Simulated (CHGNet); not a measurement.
## CsCl-type NiAl

Method: the machine-learned potential CHGNet-r²SCAN (trained on r²SCAN data).

Cell: relaxed at this level.

```yaml
lattice_constant_a: 2.862 Å
volume_per_atom: 11.72 Å³/atom
```

Measured, for comparison: lattice constant a 2.882 Å, equilibrium volume per atom 11.97 Å³/atom (extrapolated to 0 K, zero-point anharmonic expansion removed (Haas, Tran, Blaha 2009); as tabulated in Levämäki et al. (2014), arXiv:1402.3671). Computed (rounded) less measured: lattice constant a -0.7 %, equilibrium volume per atom -2.1 %.

A machine-learned potential is trained on density-functional data: it inherits that level's misses and adds fitting errors of its own.

Note: the model gives imaginary modes for this phase (in the spectrum interpolated from a supercell).
